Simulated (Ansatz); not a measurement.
## Carrier properties of Si3N4 (P6_3/m)

```
N4Si3
1.0
    7.62479     0.00000     0.00000
   -3.81239     6.60326     0.00000
    0.00000     0.00000     2.91038
Si N
6 8
Direct
  0.23243   0.82605   0.75000
  0.76757   0.17395   0.25000
  0.40638   0.23243   0.25000
  0.59362   0.76757   0.75000
  0.17395   0.40638   0.75000
  0.82605   0.59362   0.25000
  0.33333   0.66667   0.75000
  0.66667   0.33333   0.25000
  0.97037   0.67000   0.75000
  0.02963   0.33000   0.25000
  0.30038   0.97037   0.25000
  0.69962   0.02963   0.75000
  0.33000   0.30038   0.75000
  0.67000   0.69962   0.25000
```

Computed with PBEsol, rigid bands (plane waves, PAW, scalar-relativistic; Ansatz, an electronic-structure program). How the cell was made: cell and atoms relaxed with PBEsol.

```json
{
  "band_gap": "4.19 eV",
  "electron conductivity mass (300 K, dilute)": "1.47 (x), 1.47 (y), 0.22 (z) mₑ",
  "hole conductivity mass (300 K, dilute)": "0.90 (x), 0.90 (y), 1.90 (z) mₑ",
  "effective density of states N_c (300 K)": "1.7e19 cm⁻³",
  "effective density of states N_v (300 K)": "6.0e19 cm⁻³",
  "density_of_states_mass_electrons": "0.78 mₑ",
  "density_of_states_mass_holes": "1.80 mₑ",
  "Seebeck coefficient, n-type 1e19 cm⁻³, 300 K": "-264 μV/K",
  "Seebeck coefficient, p-type 1e19 cm⁻³, 300 K": "367 μV/K",
  "best p-type power factor at 300 K for τ = 10 fs (best axis; densities from 1e16 to 1e21 cm⁻³ tried, whether or not they can be reached)": "9.8 μW/(cm·K²) at 3e20 cm⁻³"
}
```

Rigid bands; masses and Seebeck coefficients take one relaxation time τ for all states and one kind of carrier; polarons and phonon drag are left out. Spin-orbit coupling is left out; where it splits the top of the valence band, N_v and the p-type Seebeck coefficient come out somewhat high without it.
